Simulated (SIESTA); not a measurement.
Worked example: self-consistent single point of Mo (Im-3m, 1 atom in the cell) in SIESTA.

Level of theory: GGA PBE, numerical atomic orbitals DZP, PseudoDojo PBE standard norm-conserving potentials (rewritten from UPF to PSML) in SIESTA.

The change in words: lattice scaled by 0.98. Reference geometry:
```yaml
crystal:
  lattice:
    - [-1.57500, 1.57500, 1.57500]
    - [1.57500, -1.57500, 1.57500]
    - [1.57500, 1.57500, -1.57500]
  atoms:
    - { symbol: Mo, position: [0.00000, 0.00000, 0.00000] }
```

Reference input (self-consistent single point, DFT, GGA PBE, numerical atomic orbitals DZP, PseudoDojo PBE standard norm-conserving potentials (rewritten from UPF to PSML)): XC.functional = GGA; XC.authors = PBE; potentials = PseudoDojo PBE standard; PAO.BasisSize = DZP; PAO.EnergyShift = 0.01 Ry; MeshCutoff = 350 Ry; kgrid.MonkhorstPack = 10 10 10; OccupationFunction = MP; OccupationMPOrder = 0; ElectronicTemperature = 50 meV; MaxSCFIterations = 150; SCF.Mixer.Method = Pulay. This run's input differs from it in these lines:

```diff
@@ -11,5 +11,5 @@
 %block LatticeVectors
-    -2.976318646    2.976318646    2.976318646
-     2.976318646   -2.976318646    2.976318646
-     2.976318646    2.976318646   -2.976318646
+    -2.916792273    2.916792273    2.916792273
+     2.916792273   -2.916792273    2.916792273
+     2.916792273    2.916792273   -2.916792273
 %endblock LatticeVectors
```

The program printed (abridged):

```
        iscf     Eharris(eV)        E_KS(eV)     FreeEng(eV)     dDmax    Ef(eV) dHmax(eV)
   scf:    1    -1901.853543    -1910.372402    -1910.372971  0.496146 -2.009814  6.122885
   scf:    2    -1911.040050    -1910.712788    -1910.713185  0.079976 -2.183226  5.093176
   scf:    3    -1911.909190    -1911.496917    -1911.498068  0.351620 -3.317696  0.180420
   scf:    4    -1911.489859    -1911.495537    -1911.496672  0.032418 -3.188617  0.374417
   scf:    5    -1911.500769    -1911.498833    -1911.499997  0.020156 -3.313397  0.005269
   scf:    6    -1911.498832    -1911.498833    -1911.499997  0.000293 -3.307265  0.005675
   [... lines left out ...]
mix: Pulay -- inversion failed, > SVD [rank/size] 3 / 5
   scf:    8    -1911.498833    -1911.498833    -1911.499998  0.000188 -3.308854  0.001126
mix: Pulay -- inversion failed, > SVD [rank/size] 2 / 5
   scf:    9    -1911.498833    -1911.498833    -1911.499998  0.000102 -3.309033  0.000146
mix: Pulay -- inversion failed, > SVD [rank/size] 3 / 5
   scf:   10    -1911.498833    -1911.498833    -1911.499998  0.000039 -3.309100  0.000102
mix: Pulay -- inversion failed, > SVD [rank/size] 3 / 5
   scf:   11    -1911.498833    -1911.498833    -1911.499998  0.000005 -3.309130  0.000003
SCF Convergence by DM+H criterion
max |DM_out - DM_in|         :     0.0000054475
max |H_out - H_in|      (eV) :     0.0000026340
SCF cycle converged after 11 iterations

Using DM_out to compute the final energy and forces

siesta: E_KS(eV) =            -1911.4988

siesta: E_KS - E_eggbox =     -1911.4988

siesta: Atomic forces (eV/Ang):
     1   -0.000000   -0.000000   -0.000000
   Tot   -0.000000   -0.000000   -0.000000
   Max    0.000000
   Res    0.000000    sqrt( Sum f_i^2 / 3N )
   Max    0.000000    constrained

Stress tensor Voigt[x,y,z,yz,xz,xy] (kbar):     -197.59     -197.59     -197.59        0.01        0.01        0.01
(Free)E + p*V (eV/cell)    -1909.6860
Target enthalpy (eV/cell)    -1911.5000

siesta: Program's energy decomposition (eV):
siesta: FreeEng =     -1911.499998

siesta: Stress tensor (static) (eV/Ang**3):
siesta:    -0.123325    0.000005    0.000005
siesta:     0.000005   -0.123325    0.000005
siesta:     0.000005    0.000005   -0.123325

siesta: Cell volume =         14.708890 Ang**3

siesta: Pressure (static):
siesta:                Solid            Molecule  Units
siesta:           0.00134318          0.00134318  Ry/Bohr**3
siesta:           0.12332538          0.12332538  eV/Ang**3
siesta:         197.58904831        197.58904831  kBar
```

The run converged in 11 iterations. Against the reference run the free energy goes up by 55.9 meV/atom and the pressure goes from 0.54 to 19.76 GPa.

The starting cell has typed, rounded lattice constants, without a prior relaxation at this level. For this run, on top of that: lattice scaled by 0.98. Spin polarisation is off. Values carry the incompleteness of an atom-centred basis. With a pressure of about 20 GPa the cell is away from its equilibrium volume at this level.
